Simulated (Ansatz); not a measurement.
**Ti: response to strain**

Base system: Ti in the hcp (Mg type) structure (space group P6_3/mmc, No. 194; relaxed with 0.1 eV smearing).

```
Ti
1.0
    2.93978     0.00000     0.00000
   -1.46989     2.54592     0.00000
    0.00000     0.00000     4.65400
Ti
2
Direct
  0.66667   0.33333   0.75000
  0.33333   0.66667   0.25000
```

Cartesian axes are those of the cell as printed.

Strains are applied to the cell and any free atomic positions relax.

Method: plane-wave PAW DFT at the PBE level (Ansatz, an electronic-structure program, 420 eV), spin-orbit coupling left out.

Notes on the quantities. energy relative to the base: free energy F; pressure: mean of the normal stresses, compression positive.

```tsv
case	energy relative to the base	shortest interatomic distance	pressure
base	0 meV/atom	2.880 Å	0.0 GPa
uniaxial strain ε_zz = −2.50 %	+6.6 meV/atom	2.833 Å	3.0 GPa
uniaxial strain ε_zz = −2.00 %	+4.2 meV/atom	2.843 Å	2.4 GPa
uniaxial strain ε_zz = −1.50 %	+2.4 meV/atom	2.852 Å	1.8 GPa
uniaxial strain ε_zz = −1.00 %	+1.0 meV/atom	2.861 Å	1.2 GPa
uniaxial strain ε_zz = +1.00 %	+1.0 meV/atom	2.899 Å	-1.1 GPa
uniaxial strain ε_zz = +1.50 %	+2.2 meV/atom	2.909 Å	-1.6 GPa
uniaxial strain ε_zz = +2.00 %	+3.9 meV/atom	2.918 Å	-2.1 GPa
uniaxial strain ε_zz = +2.50 %	+6.0 meV/atom	2.927 Å	-2.6 GPa
uniaxial strain ε_zz = +3.00 %	?	?	?
```

### Question
Fill in the withheld entries from the trend.

### Answer

- uniaxial strain ε_zz = +3.00 %, energy relative to the base: +8.6 meV/atom
- uniaxial strain ε_zz = +3.00 %, shortest interatomic distance: 2.937 Å
- uniaxial strain ε_zz = +3.00 %, pressure: -3.1 GPa

Stability against distortions was not tested. All final runs are without spin polarisation.
